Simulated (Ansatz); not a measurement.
We consider fluorite CoSi2, described by PBE0 (PAW; Ansatz, a first-principles code).

Settings: plane-wave cutoff 460 eV, 10×10×10 k mesh, Fermi–Dirac smearing 0.05 eV, no spin polarisation, scalar-relativistic PAW data made under PBE.

Cell (relaxed at this level):

```
CELL_PARAMETERS angstrom
      0.00000     2.64699     2.64699
      2.64699     0.00000     2.64699
      2.64699     2.64699     0.00000
ATOMIC_POSITIONS crystal
  Co 0.00000 0.00000 0.00000
  Si 0.25000 0.25000 0.25000
  Si 0.75000 0.75000 0.75000
```

**Question.** Estimate the bulk modulus B0 and pressure derivative B′ of the bulk modulus that the calculation returns.

**Answer.** 
* **bulk modulus B0**: 205 GPa
* **pressure derivative B′ of the bulk modulus**: 4.4

Note: the run has no spin polarisation, so it can have missed a magnetic state.

Cost on a shared machine: around 28 core-minutes (rough).
